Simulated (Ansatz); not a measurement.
**Pressure series in BaTiO3**

The reference is BaTiO3 in the cubic perovskite structure (space group Pm-3m, No. 221; a = 4.0192 Å).

Cell and atoms are relaxed at each pressure.

Level of theory: Ansatz (an electronic-structure program) PBE, no spin-orbit coupling.

```tsv
pressure (GPa)	volume per atom (Å³/atom)
-1	13.067
0	12.986
0.9	12.915
2.1	?
4.5	12.652
9	12.360
15	12.019
22.5	11.653
30	11.337
```

### Question
Fit the third-order Birch–Murnaghan form P(V) = (3B₀/2)[(V₀/V)^(7/3) − (V₀/V)^(5/3)]·[1 + (3/4)(B₀′ − 4)((V₀/V)^(2/3) − 1)] (squares taken in P) to the rows shown and predict the withheld row.

### Answer
Least squares on the printed values gives V₀ = 12.986 Å³/atom, B₀ = 163 GPa, B₀′ = 4.4; this predicts 12.824 Å³/atom, and the run gives 12.824 Å³/atom, in agreement.

Measured bulk modulus of BaTiO3: 162 GPa (temperature not stated; as listed in Yu-ichiro Matsushita, Kazuma Nakamura, Atsushi Oshiyama, Physical Review B (2011)); the computed value is for a static lattice, so the two differ by thermal effects too.

Load acts through the strain it causes; cell and atoms are relaxed under it. Whether these cells are dynamically stable was not tested. No other phases were tried under pressure. The final runs are not spin-polarised. Many cubic perovskites are stable only at high temperature; tilts and polar distortions were not tested. This is not the structure that BaTiO3 has at room temperature and ambient pressure.
